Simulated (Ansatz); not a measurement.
BN (model structure, P6₂22, No. 180, 6 atoms in the cell) was calculated with r²SCAN (Ansatz, an electronic-structure program, PAW).

Run with plane-wave cutoff 560 eV, 18×18×6 k mesh (along the axes of the cell as run), Fermi–Dirac smearing 0.01 eV, scalar-relativistic PAW data made under PBE.

Cell (relaxed at this level):

BN is modelled in the hexagonal space group P6₂22 (No. 180), Pearson symbol hP6. Cell: a = b = 2.6000 Å, c = 5.8208 Å, α = β = 90.00°, γ = 120.00°. B on 3d sees 4 N at 1.622 Å. N on 3c is surrounded by 4 B at 1.622 Å. (Neighbours: up to the widest gap in distance over summed covalent radii, below 1.35, at either atom.)

**Question.** What does this level give for the band gap, Γ–Γ gap and bulk modulus B0?

**Answer.** 
- band gap: 4.24 eV (on the SCF k mesh)
- Γ–Γ gap: 7.41 eV
- bulk modulus B0: 391 GPa

Note: the bulk modulus is −V dP/dV from two relaxed cells at ±2 % in volume; the relaxation could raise the start's symmetry but not lower it, so the cell can be a saddle point.

A model structure was made by putting elements into a prototype or built by hand; it is no filed structure, need not be a known phase, and can be a saddle point held by its symmetry.
